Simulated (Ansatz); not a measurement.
The starting structures come from a database of crystals and need not be the phases stable at ambient conditions.

 Where the default PAW files enter, the runs use the earlier of Ansatz's two default sets.

Inside the gap of an insulator the Bloch states are evanescent, with a wavenumber k + iκ along the transport direction.

Here is the system:

```xyz
6
Lattice="3.2409 0.0000 0.0000 0.0000 4.8666 0.0000 0.0000 0.0000 4.9316" Properties=species:S:1:pos:R:3 pbc="T T T"
Sn     1.6204     2.4333     2.4658
Sn     0.0000     0.0000     0.0000
O      0.0000     1.5624     1.4393
O      0.0000     3.3042     3.4923
O      1.6204     0.8709     3.9051
O      1.6204     3.9957     1.0265
```

Space group of this cell: Pnnm. The cell is strained (lengths along the current scaled by 1.03, ions clamped); by r2SCAN its mean pressure is -12.6 GPa.

Transport runs along the normal of the first two printed cell vectors.

No gap correction and no spin-orbit coupling; mid-gap values are interpolated between computed energies.

Q: Compute, with r2SCAN (Ansatz, an electronic-structure program), the band gap and the smallest decay constant κ at mid-gap.

A: Gap 1.11 eV on a 10×6×6 mesh; κ = 0.154 1/Å, at the zone centre.
